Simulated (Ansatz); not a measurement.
Effort and miss along a sweep of kpoints.mp_grid.grid: AgHg3SbO6 (R-3c, 22 atoms in the cell)

Cell: a = 6.8685 Å, b = 6.8685 Å, c = 6.8685 Å, α = 87.41°, β = 87.41°, γ = 87.41°.

Computed with PBEsol, default PAW files made with PBE (plane waves; Ansatz, a quantum-chemistry and plane-wave program).

Base settings: basis.ecutwfc = 30.9 Ry; kpoints.mp_grid.grid = 3 3 3; hamiltonian.xc = pbesol; hamiltonian.pseudopotentials = {kind: paw} (the program's default PAW files); scf.occupations.method = gaussian; scf.occupations.width = 0.0147 Ry.

Misses are taken against the tightest run, 10 10 10, which need not be fully converged itself. The energy is the free energy per atom.

The count of work is k-points × plane waves × bands × iterations; it is no time, and leaves out set-up, grids and terms that scale otherwise. Core times come from one kind of shared machine and are given to one figure; runs under 30 s give none.

The starting cell comes from a database of published, mostly measured structures (it also holds non-ambient and calculated ones), without a prior relaxation at this level. Its lattice was rescaled by a random factor within 2.5 % of one. In the base run, with a pressure of about 4 GPa the cell is away from its equilibrium volume at this level. Ansatz's pressure includes its estimate of the finite-basis (Pulay) stress.

The runs (kpoints.mp_grid.grid): 1 1 1 | 2 2 2 | 3 3 3 | 4 4 4 | 5 5 5 | 6 6 6 | 7 7 7 | 8 8 8 | 10 10 10.

**Question.** Which is the coarsest setting among those run that, with all tighter ones, holds the energy within 1 meV/atom of the reference, and what does it save?

**Answer.** 2 2 2, off by 0.33 meV/atom; it needs 0.034 of the reference's count of work.

**Question.** What does the step from 1 1 1 to 2 2 2 buy?

**Answer.** It takes the miss in the energy from 51 to 0.33 meV/atom, for 4.0 times the count of work.

```
kpoints.mp_grid.grid  energy less reference (meV/atom)  pressure less reference (GPa)  largest difference in the force on any atom (eV/Å)  count of work / reference  core time / reference (rough)
--------------------  --------------------------------  -----------------------------  --------------------------------------------------  -------------------------  -----------------------------
1 1 1                                           -51.32                          -0.95                                               0.291                     0.0086                              –
2 2 2                                            -0.33                           0.03                                               0.007                      0.034                              –
3 3 3                                             0.00                           0.00                                               0.001                      0.052                              –
4 4 4                                             0.00                           0.00                                               0.000                       0.11                              –
5 5 5                                             0.00                           0.00                                               0.000                       0.16                              –
6 6 6                                            -0.01                           0.00                                               0.000                       0.28                            0.3
7 7 7                                             0.00                           0.00                                               0.000                       0.38                            0.4
8 8 8                                             0.00                           0.00                                               0.000                       0.56                            0.6
10 10 10                                          0.00                           0.00                                               0.000                        1.0                              1
```

Left out of this page: 1 run of the series stopped by limits of time or memory.

Keys are those of Ansatz 0.2.
